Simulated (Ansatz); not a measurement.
AlRu under a change: isotropic strain −0.97 %

Base system: AlRu in the CsCl type structure (space group Pm-3m, No. 221; a = 2.983 Å).

The change: every lattice vector is shortened by 0.97 %; the atoms relax in the strained cell.

Calculations: Ansatz (a program for electronic structure) r2SCAN, without spin-orbit coupling. Settings: 16×16×16 k-points, 0.05 eV Fermi–Dirac smearing.

The space group remains Pm-3m (No. 221) and the shortest interatomic distance shrinks by 0.025 Å, from 2.583 Å to 2.558 Å. The energy goes up by 8.0 meV/atom and the pressure goes from zero to 6.9 GPa. The band gap stays zero.

Cost of the whole job for the changed cell (relaxation, final SCF and bands): roughly 17 core-seconds.

No phonon test of stability was made. All final runs are without spin polarisation.
